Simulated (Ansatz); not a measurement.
The starting structures come from a database of crystals and need not be the phases stable at ambient conditions.

Inside the gap of an insulator the Bloch states are evanescent, with a wavenumber k + iκ along the transport direction.

Given:

```
CsCu2Cl3
1.0
    7.81006     0.00000     0.00000
   -1.74384     7.61289     0.00000
    0.00000     0.00000     5.29983
Cs Cu Cl
2 4 6
Cartesian
  1.21911   5.25190   3.97487
  4.84711   2.36098   1.32496
  1.01743   1.27683   0.00000
  5.04879   6.33605   0.00000
  5.04879   6.33605   2.64992
  1.01743   1.27683   2.64992
  6.81015   0.79676   3.97487
 -0.74393   6.81612   1.32496
  2.85891   1.20649   3.97487
  3.20731   6.40640   1.32496
  0.53769   3.05612   1.32496
  5.52853   4.55677   3.97487
```

Space group of this cell: Cmcm. The cell is taken as given.

Transport runs along the normal of the first two printed cell vectors.

No gap correction and no spin-orbit coupling; mid-gap values are interpolated between computed energies.

Q: Predict the band gap and the smallest decay constant κ at mid-gap from r2SCAN run with Ansatz (a first-principles code).

A: Gap 2.30 eV on a 4×4×6 mesh; κ = 0.298 1/Å, at the zone centre.
